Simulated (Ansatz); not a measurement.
Defect: interstitial O in monoclinic ZrO2 strained by +1.5 % along x and y, z held, charge state -2. Method: PBE, PAW (plane waves to 420 eV; Ansatz, a first-principles code).

96-site cell at the strained lattice (strain from the relaxed PBE one, atoms relaxed), the Γ point alone, smearing 0.01 eV, spin-restricted, no finite-size correction. Static, classical nuclei. The charge state is imposed; whether it is stable for some Fermi level was not computed. Sites that were not tried may lie lower.

Barriers: single points on a 2×2×2 k-point mesh shifted by half a step at the bands' geometries.

A. a concerted move, in which O travels most; the atom moves 2.78 Å along (-0.28, -0.29, -0.38) of the unit cell; the moving atom starts with neighbours O at 2.31, O at 2.61; Zr at 2.07, Zr at 2.16, Zr at 2.36, Zr at 2.43 Å and ends with O at 2.37, O at 2.40, O at 2.54, 2 O at 2.66; Zr at 2.09, Zr at 2.16, Zr at 2.17 Å; the start lies 0.31 eV above the lowest site run; saddle order not checked.
B. a concerted move, in which O travels most; the atom moves 1.55 Å along (-0.22, -0.12, -0.20) of the unit cell; the moving atom starts with neighbours O at 2.36, O at 2.40, O at 2.54, 2 O at 2.66; Zr at 2.09, Zr at 2.15, Zr at 2.17 Å and ends with O at 2.36, O at 2.40, O at 2.54, 2 O at 2.66; Zr at 2.09, Zr at 2.15, Zr at 2.17 Å; saddle order not checked, on a symmetry element.

A band can be held on a symmetry element, so unchecked saddle points there may be too high.

Task: Rank these by forward barrier (lowest first), as PBE, PAW gives it.

Result: B (0.42 eV), A (0.67 eV)
